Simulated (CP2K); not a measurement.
A user runs CP2K on CaHCl (P4/nmm, 6 atoms in the cell) and asks whether the run is sound. The aim is a self-consistent single point with DFT LDA (Pade form), GPW, DZVP-MOLOPT-SR-GTH basis, GTH-PADE potentials (GTH_POTENTIALS).

Cell that was meant: a = 3.8167 Å, b = 3.8167 Å, c = 6.9028 Å, α = 90.00°, β = 90.00°, γ = 90.00°.

Part of the input:

```
  &DFT
    BASIS_SET_FILE_NAME BASIS_MOLOPT
    POTENTIAL_FILE_NAME GTH_POTENTIALS
    CHARGE -2
    &QS
      METHOD GPW
      EPS_DEFAULT 1E-11
```

Output, abridged:

```
 GLOBAL| Method name                                                        CP2K
   [... lines left out ...]
                        No outer SCF

 Extrapolation method: initial_guess

 Number of electrons:                                                         38
 Number of occupied orbitals:                                                 19
 Number of molecular orbitals:                                                26

 Number of orbital functions:                                                 64
 Number of independent orbital functions:                                     64
 SCF WAVEFUNCTION OPTIMIZATION

  Step     Update method      Time    Convergence         Total energy    Change
     1 NoMix/Diag. 0.20E+00      -     1.15093165      -105.6628035756 -1.06E+02
     2 Broy./Diag. 0.20E+00      -     0.08329301      -106.7516454102 -1.09E+00
     3 Broy./Diag. 0.20E+00      -     0.13938384      -105.1944774995  1.56E+00
     4 Broy./Diag. 0.20E+00      -     0.02444374      -104.2996825395  8.95E-01
     5 Broy./Diag. 0.20E+00      -     0.00526881      -104.2226559011  7.70E-02
     6 Broy./Diag. 0.20E+00      -     0.00731606      -104.2636807171 -4.10E-02
   [... 5 lines left out ...]
    12 Broy./Diag. 0.20E+00      -     0.00000505      -104.2867675924  1.52E-05
    13 Broy./Diag. 0.20E+00      -     0.00000129      -104.2867690459 -1.45E-06
    14 Broy./Diag. 0.20E+00      -     0.00000113      -104.2867738651 -4.82E-06
    15 Broy./Diag. 0.20E+00      -     0.00000006      -104.2867748766 -1.01E-06
  *** SCF run converged in    15 steps ***

  Overlap energy of the core charge distribution:               0.00000000000000
  Self energy of the core charge distribution:               -214.91247929394660
  Core Hamiltonian energy:                                     52.02552342501114
  Hartree energy:                                              76.03919452167830
  Exchange-correlation energy:                                -17.43755497922152
  Electronic entropic energy:                                  -0.00145855028922
  Fermi energy:                                                 0.31817961493304

  Total energy:                                              -104.28677487661103
  Total energy (extrapolated to T->0):                       -104.28604560146643

   [... lines left out ...]
 STRESS|                        x                   y                   z
 STRESS|      x        2.69896526175E+05   3.01802029960E-06   4.48060936422E-07
 STRESS|      y        3.01802029960E-06   2.69896523159E+05  -1.36942456182E-07
 STRESS|      z        4.48060936422E-07  -1.36942456182E-07   3.17498314867E+05
 STRESS| 1/3 Trace                                             2.85763788067E+05
```

### Question
Can these results be used? Check the input.

### Answer
The run is not sound. The fault is an unintended net charge. A charged periodic cell changes the electron count and is neutralised by a uniform background, so energy, forces and pressure belong to another system. To fix it, remove the charge. The run converged in 15 iterations without an error; against the sound input the pressure goes from -4.18 to 28.58 GPa, the largest force goes from 0.030 to 0.938 eV/Å and no clean gap remains on the mesh (levels overlap or are partly filled), against 3.62 eV before.

The sound input it was made from differs as follows (other fixes are possible):
```diff
-    CHARGE -2
```

With that input, the run converged in 15 iterations: free energy E − TS -2854.3538 eV; top of the valence band (on the code's own zero) 3.73 eV; gap on the k-point mesh 3.62 eV; pressure -4.18 GPa; largest force (vector length) 0.030 eV/Å (DFT LDA (Pade form), GPW, DZVP-MOLOPT-SR-GTH basis, GTH-PADE potentials (GTH_POTENTIALS)).

On the sound input: the starting cell comes from a database of computed structures (which also holds hypothetical and non-ambient phases and stackings), without a prior relaxation at this level. Values carry the incompleteness of an atom-centred basis. With a pressure of about -4 GPa the cell is away from its equilibrium volume at this level.
